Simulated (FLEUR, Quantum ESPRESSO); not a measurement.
A FLEUR input for a self-consistent single point of CoO (Fm-3m, 4 atoms in the cell) (DFT, PBE, all-electron FLAPW (FLEUR), scalar-relativistic valence):

Input of the input generator:

```
CoO FLAPW
&input film=f /
7.9785862146 3.9892931073 3.9892931073
3.9892931073 7.9785862146 3.9892931073
3.9892931073 3.9892931073 7.9785862146
1.0
1.0 1.0 1.0

4
27 0.0000000000 0.0000000000 0.0000000000 : 3.00
27 0.5000000000 0.5000000000 0.5000000000 : -3.00
8 0.2500000000 0.2500000000 0.2500000000 : 0.00
8 0.7500000000 0.7500000000 0.7500000000 : 0.00

&comp jspins=2 /
&kpt div1=9 div2=9 div3=9 /
&end /
```

```xml
<?xml version="1.0" encoding="UTF-8" standalone="no"?>
<fleurInput fleurInputVersion="0.39">
   <comment>
      CoO FLAPW                                                                                           
   </comment>
   <calculationSetup>
      <cutoffs Kmax="4.5" Gmax="18.0" GmaxXC="18.0" numbands="0"/>
      <scfLoop itmax="60" minDistance="0.00001" maxIterBroyd="99" imix="Anderson" alpha="0.05" precondParam="0.0" spinf="2.0"/>
      <coreElectrons ctail="T" frcor="F" kcrel="0" coretail_lmax="0"/>
      <xcFunctional name="pbe" relativisticCorrections="F"/>
      <magnetism jspins="2"/>
      <soc l_soc="F" theta="0.0" phi="0.0" spav="F"/>
      <expertModes spex="0" secvar="F"/>
      <geometryOptimization l_f="T" forcealpha="1.0" forcemix="BFGS" epsdisp="0.00001" epsforce="0.00001"/>
      <ldaU l_linMix="F" mixParam="0.05" spinf="1.0"/>
   </calculationSetup>
   <cell>
      <bzIntegration valenceElectrons="42.0" mode="hist" fermiSmearingEnergy="0.00183747">
         <kPointListSelection listName="default-1"/>
         <!-- k-points included here -->
         <xi:include xmlns:xi="http://www.w3.org/2001/XInclude" href="kpts.xml"> </xi:include>
      </bzIntegration>
      <!-- symmetry operations included here -->
      <xi:include xmlns:xi="http://www.w3.org/2001/XInclude" href="sym.xml"> </xi:include>
      <bulkLattice scale="1.0">
         <bravaisMatrix>
            <row-1>    7.9785862145999999     3.9892931073000000     3.9892931073000000</row-1>
            <row-2>    3.9892931073000000     7.9785862145999999     3.9892931073000000</row-2>
            <row-3>    3.9892931073000000     3.9892931073000000     7.9785862145999999</row-3>
         </bravaisMatrix>
      </bulkLattice>
   </cell>
   <atomSpecies>
      <species name="Cobalt (Co3.000" element="Co" atomicNumber="27">
         <mtSphere radius="2.38" gridPoints="819" logIncrement="0.015"/>
         <atomicCutoffs lmax="10" lnonsphr="8"/>
         <electronConfig flipSpins="F">
            <coreConfig>(1s1/2) (2s1/2) (2p1/2) (2p3/2) (3s1/2)</coreConfig>
            <valenceConfig>(3p1/2) (3p3/2) (4s1/2) (3d3/2) (3d5/2)</valenceConfig>
            <stateOccupation state="(3d3/2)" spinUp="2.0" spinDown="0.8"/>
            <stateOccupation state="(3d5/2)" spinUp="3.0" spinDown="1.2"/>
         </electronConfig>
         <energyParameters s="4" p="4" d="3" f="4"/>
         <lo type="SCLO" l="1" n="3" eDeriv="0"/>
      </species>
      <species name="Cobalt (Co-3.000" element="Co" atomicNumber="27">
         <mtSphere radius="2.38" gridPoints="819" logIncrement="0.015"/>
         <atomicCutoffs lmax="10" lnonsphr="8"/>
         <electronConfig flipSpins="F">
            <coreConfig>(1s1/2) (2s1/2) (2p1/2) (2p3/2) (3s1/2)</coreConfig>
            <valenceConfig>(3p1/2) (3p3/2) (4s1/2) (3d3/2) (3d5/2)</valenceConfig>
            <stateOccupation state="(3d3/2)" spinUp="0.8" spinDown="2.0"/>
            <stateOccupation state="(3d5/2)" spinUp="1.2" spinDown="3.0"/>
         </electronConfig>
         <energyParameters s="4" p="4" d="3" f="4"/>
         <lo type="SCLO" l="1" n="3" eDeriv="0"/>
      </species>
      <species name="Oxygen (O)" element="O" atomicNumber="8">
         <mtSphere radius="1.34" gridPoints="463" logIncrement="0.023"/>
         <atomicCutoffs lmax="6" lnonsphr="4"/>
         <electronConfig flipSpins="F">
            <coreConfig>(1s1/2)</coreConfig>
            <valenceConfig>(2s1/2) (2p1/2) (2p3/2)</valenceConfig>
            <stateOccupation state="(2p1/2)" spinUp="0.6666666667" spinDown="0.6666666667"/>
            <stateOccupation state="(2p3/2)" spinUp="1.333333333" spinDown="1.333333333"/>
         </electronConfig>
         <energyParameters s="2" p="2" d="3" f="4"/>
      </species>
   </atomSpecies>
   <atomGroups>
      <atomGroup species="Cobalt (Co3.000">
         <relPos label="                   1">.0000000000 .0000000000 .0000000000</relPos>
         <force calculate="T" relaxXYZ="TTT"/>
      </atomGroup>
      <atomGroup species="Cobalt (Co-3.000">
         <relPos label="                   2">1.000/2.000 1.000/2.000 1.000/2.000</relPos>
         <force calculate="T" relaxXYZ="TTT"/>
      </atomGroup>
      <atomGroup species="Oxygen (O)">
         <relPos label="                   3">1.000/4.000 1.000/4.000 1.000/4.000</relPos>
         <relPos label="                   4">-1.000/4.000 -1.000/4.000 -1.000/4.000</relPos>
         <force calculate="T" relaxXYZ="TTT"/>
      </atomGroup>
   </atomGroups>
   <output dos="F" band="F" slice="F">
      <checks vchk="F" cdinf="F"/>
      <bandDOS minEnergy="-.5*Htr" maxEnergy="0.5*Htr" sigma="0.015" storeEVData="T"/>
      <vacuumDOS vacdos="F" integ="F" star="F" nstars="0" locx1="0.0" locy1="0.0" locx2="0.0" locy2="0.0" nstm="0" tworkf="0.0"/>
      <unfoldingBand unfoldBand="F" supercellX="1" supercellY="1" supercellZ="1"/>
      <plotting iplot="0" polar="F">
         <plot TwoD="T" vec1="  1.0  0.0  0.0" vec2="  0.0  1.0  0.0" vec3="  0.0  0.0  1.0" zero="  0.0  0.0  0.0" file="plot"/>
      </plotting>
      <chargeDensitySlicing numkpt="0" minEigenval="0.0" maxEigenval="0.0" nnne="0" pallst="F"/>
      <specialOutput eonly="F"/>
      <magneticCircularDichroism mcd="F" energyLo="-10.0" energyUp="0.0"/>
   </output>
  <!-- We include the file relax.xml here to enable relaxations (see documentation) -->
  <xi:include xmlns:xi="http://www.w3.org/2001/XInclude" href="relax.xml"> <xi:fallback/> </xi:include>
</fleurInput>
```

### Question
Translate this input to Quantum ESPRESSO.

### Answer
This is the input that was run; spellings and numerical settings could be chosen otherwise.

```fortran
&CONTROL
   calculation = 'scf'
   prefix = 'CoO'
   outdir = './tmp'
   pseudo_dir = './'
   tprnfor = .true.
   tstress = .true.
/
&SYSTEM
   ibrav = 0
   nat = 4
   ntyp = 3
   ecutwfc = 55
   ecutrho = 330
   occupations = 'smearing'
   smearing = 'fd'
   degauss = 0.0036749
   nspin = 2
   starting_magnetization(1) = 0.333
   starting_magnetization(2) = -0.333
/
&ELECTRONS
   conv_thr = 1.0d-10
   mixing_beta = 0.3
/
ATOMIC_SPECIES
Co1   58.9332  Co.pbe-n-kjpaw_psl.1.0.0.UPF
Co2   58.9332  Co.pbe-n-kjpaw_psl.1.0.0.UPF
O     15.9990  O.pbe-n-kjpaw_psl.0.1.UPF
ATOMIC_POSITIONS {angstrom}
Co1   0.000000000    0.000000000    0.000000000
Co2   4.222086000    4.222086000    4.222086000
O     2.111043000    2.111043000    2.111043000
O     6.333129000    6.333129000    6.333129000
K_POINTS {automatic}
9 9 9  0 0 0
CELL_PARAMETERS {bohr}
   7.978586215     3.989293107     3.989293107
   3.989293107     7.978586215     3.989293107
   3.989293107     3.989293107     7.978586215
```

Basis, cutoffs, solver keys and any potentials are the target program's own. This input uses DFT, PBE, plane waves, PSlibrary PAW (PBE) pseudopotentials. Both were run: size of the net moment 0.00 μB/atom in FLEUR and 0.00 in Quantum ESPRESSO.

On FLEUR: the starting cell has typed, rounded lattice constants, without a prior relaxation at this level. Its lattice was rescaled by a random factor within 2.5 % of one. The magnetic order is the one reached from the typed start; others were not searched systematically. Values depend on the basis (sphere radii, cutoffs, local orbitals), which need not be converged.

On Quantum ESPRESSO: the starting cell has typed, rounded lattice constants, without a prior relaxation at this level. Its lattice was rescaled by a random factor within 2.5 % of one. The magnetic order is the one reached from the typed start; others were not searched systematically.
